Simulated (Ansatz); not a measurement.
Sn4Pd (space group Ccce, No. 68)

```yaml
crystal:
  lattice:
    - [3.22131, -5.71110, 0.00000]
    - [3.22131, 5.71110, 0.00000]
    - [0.00000, 0.00000, 6.39775]
  atoms:
    - { symbol: Sn, position: [0.20610, 0.45789, 0.33095] }
    - { symbol: Sn, position: [0.79390, 0.54211, 0.33095] }
    - { symbol: Sn, position: [0.45789, 0.20610, 0.66905] }
    - { symbol: Sn, position: [0.54211, 0.79390, 0.66905] }
    - { symbol: Sn, position: [0.29390, 0.04211, 0.16905] }
    - { symbol: Sn, position: [0.70610, 0.95789, 0.16905] }
    - { symbol: Sn, position: [0.04211, 0.29390, 0.83095] }
    - { symbol: Sn, position: [0.95789, 0.70610, 0.83095] }
    - { symbol: Pd, position: [0.50000, 0.50000, 0.00000] }
    - { symbol: Pd, position: [0.00000, 0.00000, 0.50000] }
```

Calculations: PBEsol (Ansatz, a program for electronic structure), scalar-relativistic without spin-orbit coupling. Settings: 8×8×8 k-points, 0.05 eV Fermi–Dirac smearing.

| Item | Value |
|---|---|
| Volume per atom | 23.54 Å³ |
| Density | 8.20 g/cm³ |
| Band gap | zero |
| Total energy | -6141.429 eV/atom (σ→0; compares only within this code and set-up) |

Whether these cells are dynamically stable was not tested. The final runs are not spin-polarised.
